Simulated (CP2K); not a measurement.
CP2K run on BaCd2Sb2 (P-3m1, 5 atoms in the cell): self-consistent single point.

Computed with PBEsol, GPW, DZVP-MOLOPT-SR-GTH basis, GTH-PBE potentials (GTH_POTENTIALS) (CP2K 2026.2).

The change in words: lattice scaled by 1.03; CUTOFF: 500 Ry → 300 Ry. Reference geometry:
```
Ba(CdSb)2
1.0
    4.83140     0.00000     0.00000
   -2.41570     4.18412     0.00000
    0.00000     0.00000     8.15887
Ba Cd Sb
1 2 2
Direct
  0.00000   0.00000   0.00000
  0.66667   0.33333   0.63284
  0.33333   0.66667   0.36716
  0.66667   0.33333   0.26539
  0.33333   0.66667   0.73461
```

Reference input (self-consistent single point, DFT PBEsol, GPW, DZVP-MOLOPT-SR-GTH basis, GTH-PBE potentials (GTH_POTENTIALS)): CUTOFF = 500 Ry; REL_CUTOFF = 60 Ry; SMEAR/METHOD = GAUSSIAN; SIGMA = 0.1 eV; KPOINTS/SCHEME = MONKHORST-PACK 7 7 4; GAMMA_CENTERED = T; XC_FUNCTIONAL = PBE:PBESOL; Ba/BASIS_SET = DZVP-MOLOPT-SR-GTH; Ba/POTENTIAL = GTH-PBE-q10; Cd/BASIS_SET = DZVP-MOLOPT-SR-GTH; Cd/POTENTIAL = GTH-PBE-q12; Sb/BASIS_SET = DZVP-MOLOPT-SR-GTH. This run's input differs from it in these lines:

```diff
@@ -16,3 +16,3 @@
     &MGRID
-      CUTOFF 500
+      CUTOFF 300
       REL_CUTOFF 60
@@ -67,5 +67,5 @@
     &CELL
-      A 4.83140000 0.00000000 0.00000000
-      B -2.41570000 4.18411500 0.00000000
-      C 0.00000000 0.00000000 8.15887000
+      A 4.97634200 0.00000000 0.00000000
+      B -2.48817100 4.30963800 0.00000000
+      C 0.00000000 0.00000000 8.40363600
       PERIODIC XYZ
@@ -74,6 +74,6 @@
       Ba       0.00000000     0.00000000     0.00000000
-      Cd       2.41570242     1.39470361     5.16325929
-      Cd      -0.00000242     2.78941139     2.99561071
-      Sb       2.41570242     1.39470361     2.16528251
-      Sb      -0.00000242     2.78941139     5.99358749
+      Cd       2.48817349     1.43654456     5.31815701
+      Cd      -0.00000249     2.87309344     3.08547899
+      Sb       2.48817349     1.43654456     2.23024096
+      Sb      -0.00000249     2.87309344     6.17339504
     &END COORD
```

Output, abridged:

```
 SCF WAVEFUNCTION OPTIMIZATION

  Step     Update method      Time    Convergence         Total energy    Change
     1 NoMix/Diag. 0.30E+00      -     1.75662559      -128.7557590886 -1.29E+02
     2 Broy./Diag. 0.30E+00      -     0.02793739      -129.4669729287 -7.11E-01
     3 Broy./Diag. 0.30E+00      -     0.10285042      -128.7836690299  6.83E-01
     4 Broy./Diag. 0.30E+00      -     0.01609515      -128.3839903543  4.00E-01
     5 Broy./Diag. 0.30E+00      -     0.00767801      -128.4718667796 -8.79E-02
     6 Broy./Diag. 0.30E+00      -     0.00097330      -128.5208171882 -4.90E-02
   [... 7 lines left out ...]
    14 Broy./Diag. 0.30E+00      -     0.00000704      -128.5280338538 -4.71E-05
    15 Broy./Diag. 0.30E+00      -     0.00000389      -128.5280360181 -2.16E-06
    16 Broy./Diag. 0.30E+00      -     0.00000755      -128.5280059416  3.01E-05
    17 Broy./Diag. 0.30E+00      -     0.00000085      -128.5280054437  4.98E-07
  *** SCF run converged in    17 steps ***

  Overlap energy of the core charge distribution:               0.00000000014754
  Self energy of the core charge distribution:               -223.86120550557450
  Core Hamiltonian energy:                                     62.90826040254262
  Hartree energy:                                              51.86533172483130
  Exchange-correlation energy:                                -19.44034289016135
  Smearing free energy correction:                             -0.00004917555412
  Fermi energy:                                                 0.15725603718392

  Total energy:                                              -128.52800544372499
  Total energy (extrapolated to sigma->0):                   -128.52798085594793

   [... lines left out ...]

 STRESS| Analytical stress tensor [bar]
 STRESS|                        x                   y                   z
 STRESS|      x       -3.07850000264E+04   1.08031291510E-01   6.20734353033E-02
 STRESS|      y        1.08031291510E-01  -3.07849619463E+04  -2.12246864104E-02
 STRESS|      z        6.20734353033E-02  -2.12246864104E-02  -3.40661797567E+04
 STRESS| 1/3 Trace                                            -3.18787139098E+04
```

The run converged in 17 iterations. Against the reference run the free energy goes up by 36.0 meV/atom, the pressure goes from -0.34 to -3.19 GPa and the largest force goes from 0.066 to 0.145 eV/Å.

The starting cell comes from a database of computed structures (which also holds hypothetical and non-ambient phases and stackings), without a prior relaxation at this level. For this run, on top of that: lattice scaled by 1.03. Values carry the incompleteness of an atom-centred basis. The potentials were made for another functional than the one used. The run gives no clean gap (levels at the Fermi energy touch, overlap or are partly filled at this smearing), which alone does not show that the compound is a metal.

Cost on one core of a shared machine: roughly 60 s.
